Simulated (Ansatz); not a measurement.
Consider MoSi$_{2}$ (space group I4/mmm, No. 139; a = 3.1901 Å, c = 7.8220 Å; relaxed with 0.1 eV smearing). Axes: x, y, z lie along a, b, c of the conventional cell.

Computed with DFT with PBEsol, PAW potentials and a 420 eV plane-wave cutoff in Ansatz (a quantum-chemistry and plane-wave program), without spin-orbit coupling.

Before the change:

| Item | Value |
|---|---|
| Shortest interatomic distance | 2.580 Å |

The change: the cell is stretched by 1.00 % along z with no lateral relaxation, atoms relaxed at fixed cell.

Question: Estimate the effect on the shortest interatomic distance.

Answer: The shortest interatomic distance grows by 0.022 Å, from 2.580 Å to 2.602 Å.

Question: What does the calculation give for the energy relative to the base after the change?

Answer: The energy increases by 2.1 meV/atom.

The cells carry an imposed strain or load. Stability against distortions was not tested. The final runs are not spin-polarised.
